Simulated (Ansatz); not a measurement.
By PBEsol, the system below comes out a metal.

Without scattering a metal conducts by its projected Fermi surface.

Input:

```xyz
2
Lattice="2.7078 0.0000 0.0000 0.0000 4.2681 0.0000 1.3539 0.0000 2.3450" Properties=species:S:1:pos:R:3 pbc="T T T"
Ru     1.3539     3.2011     0.7817
Ru     2.7078     1.0670     1.5634
```

The cell is taken as given; by PBEsol it stands under a pressure of -5.7 GPa.

The current flows along the normal of the first two printed cell vectors, the (100) plane of the conventional cell. No spin-orbit coupling; the value is a mean over 0.1 eV about the Fermi level.

### Question
Predict the ballistic conductance per area from Ansatz (a first-principles code) with PBEsol.

### Answer
1.4 × 10¹⁵ S/m² for both spins.
